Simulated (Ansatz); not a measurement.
Defect: O vacancy in rutile SnO2, neutral cell. Method: PBE, PAW (plane waves to 420 eV; Ansatz, a program for electronic structure).

Cell of 72 host sites held at the relaxed PBE lattice; one k-point at (0.250, 0.250, 0.250); Fermi-Dirac width 0.01 eV, spin-restricted; finite-size errors left in. No zero-point or tunnelling terms. The charge state is imposed; whether it is stable for some Fermi level was not computed. Forms of the defect that were not tried may lie lower.

Barriers: single points on a 2×2×2 k-point mesh shifted by half a step at the bands' geometries.

A. one O atom jumps into the vacancy from a nearby O site; the atom moves 2.67 Å along (-0.39, -0.39, 0.00) of the unit cell; the moving atom starts with neighbours 2 Sn at 2.09, Sn at 2.10 Å and ends with 2 Sn at 2.09, Sn at 2.10 Å; saddle order first order.
B. one O atom jumps into the vacancy from a nearby O site; the atom moves 3.26 Å along (0.00, 0.00, -1.01) of the unit cell; the moving atom starts with neighbours O at 2.64; Sn at 2.08, Sn at 2.09, Sn at 2.10 Å and ends with O at 2.64; 2 Sn at 2.08, Sn at 2.10 Å; saddle order first order.
C. one O atom jumps into the vacancy from a nearby O site; the atom moves 2.88 Å along (0.11, -0.49, -0.49) of the unit cell; the moving atom starts with neighbours O at 2.64; Sn at 2.09, 2 Sn at 2.10 Å and ends with O at 2.63; Sn at 2.08, 2 Sn at 2.11 Å; saddle order first order.

### Question
Order them by forward barrier (lowest first) at the level PBE, PAW.

### Answer
C (1.60 eV), A (1.76 eV), B (2.37 eV)
